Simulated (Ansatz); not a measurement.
Take BN in the h-BN type structure (space group P6_3/mmc, No. 194; layered, stacked along the Cartesian z axis) as the base.

```
CELL_PARAMETERS angstrom
      2.50059     0.00000     0.00000
     -1.25029     2.16557     0.00000
      0.00000     0.00000     6.52584
ATOMIC_POSITIONS crystal
  B  0.33333 0.66667 0.25000
  B  0.66667 0.33333 0.75000
  N  0.33333 0.66667 0.75000
  N  0.66667 0.33333 0.25000
```

All numbers come from DFT with r2SCAN+rVV10, PAW potentials and a 500 eV plane-wave cutoff in Ansatz (a program for electronic structure), no spin-orbit coupling.

Base values:

| Property | Value |
|---|---|
| Band gap | 4.74 eV |
| Smallest direct gap | 5.18 eV |

Modification: the cell is scaled by 1.0563 in all directions, atoms relaxed at fixed cell.

**Question.** What does the calculation give for the band gap after the change?

**Answer.** The band gap decreases by 0.23 eV, from 4.74 eV to 4.51 eV.

**Question.** Estimate the effect on the smallest direct gap.

**Answer.** The smallest direct gap drops by 0.33 eV (5.18 eV → 4.85 eV).

The cells carry an imposed strain or load. Stability against distortions was not tested.
